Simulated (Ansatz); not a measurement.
Input:

```
La2O3
1.0
    3.90609     0.00000     0.00000
   -1.95304     3.38277     0.00000
    0.00000     0.00000     6.04018
La O
2 3
Cartesian
  1.95304   1.12759   4.55810
  0.00000   2.25518   1.48208
  1.95304   1.12759   2.13805
  0.00000   2.25518   3.90213
  0.00000   0.00000   0.00000
```

All values below come from PBEsol with spin-orbit coupling, rigid bands (plane waves, PAW; Ansatz, an electronic-structure program). Condition of this run: spin-orbit coupling switched on. How the cell was made: cell and atoms relaxed with PBEsol.

Task: Predict the hole conductivity mass (n e² τ/σ) at 300 K, by direction if it differs.

Result: 3.3 (x), 3.3 (y), 1.38 (z) mₑ.

Task: What conductivity effective mass do dilute electrons have at 300 K?

Result: 2.3 (x), 2.3 (y), 1.08 (z) mₑ.

Task: And the band gap?

Result: 3.76 eV at this level; semilocal functionals usually fall short of the measured gap.

Rigid bands, one relaxation time for all states, no polarons.
